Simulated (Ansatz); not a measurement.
Antifluorite K2S, treated with HSE06 (Ansatz, an electronic-structure program, plane waves, PAW).

Total energies, extrapolated to zero smearing (they compare only within this program, potentials and cutoff; free atoms with spin allowed, lowest state found):

| system | energy (eV/atom) |
|---|---|
| antifluorite K2S, relaxed | -1327.7607 |
| free K atom | -1537.8157 |
| free S atom | -899.6620 |

Question: Work out the cohesive energy per atom.

Answer: E_coh = [2 × (-1537.8157) + 1 × (-899.6620)]/3 − (-1327.7607) = 2.66 eV/atom. The reference value is 2.9 ± 0.03 eV/atom (worked out here from tabulated enthalpies at 298 K, copied from a table, unchecked, brought to a static lattice with a Debye model, atoms in their spin–orbit ground levels; inputs from the CRC Handbook), a difference of -0.24 eV/atom.

The PAW data were made under PBE.
